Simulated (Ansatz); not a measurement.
System: In2O3 (Pbca, No. 61, 40 atoms in the cell; start mp-1194571; a measured phase of this formula has another space group). Method: LDA (PAW; Ansatz, a first-principles code).

Numerical settings: plane-wave cutoff 520 eV, 6×6×2 k mesh (along the axes of the cell as run), Fermi–Dirac smearing 0.01 eV, scalar-relativistic PAW data made under PBE.

Cell (relaxed at this level):

```cif
data_In16O24
_chemical_formula_sum 'In16 O24'
_space_group_name_H-M_alt 'Pbca'
_space_group_IT_number 61
_space_group_name_Hall '-P 2ac 2ab'
_cell_length_a 5.46814
_cell_length_b 5.63640
_cell_length_c 15.78474
_cell_angle_alpha 90.000
_cell_angle_beta 90.000
_cell_angle_gamma 90.000
loop_
_atom_site_label
_atom_site_type_symbol
_atom_site_symmetry_multiplicity
_atom_site_Wyckoff_symbol
_atom_site_fract_x
_atom_site_fract_y
_atom_site_fract_z
_atom_site_occupancy
In1 In 8 c 0.00006 0.70500 0.42958 1
In2 In 8 c 0.00221 0.25821 0.31787 1
O1 O 8 c 0.14036 0.12306 0.20158 1
O2 O 8 c 0.29332 0.47751 0.37516 1
O3 O 8 c 0.35379 0.34202 0.05262 1
```

### Question
What does this level give for the band gap?

### Answer

* **band gap**: 1.21 eV (on the SCF k mesh)

Note: the relaxation could not lower the start's symmetry, so the cell can be a saddle point above a distorted one.

Spin–orbit coupling is not included.

Computed values are for the static lattice.

A start named mp-… is a Materials Project structure, which need not be a measured phase.
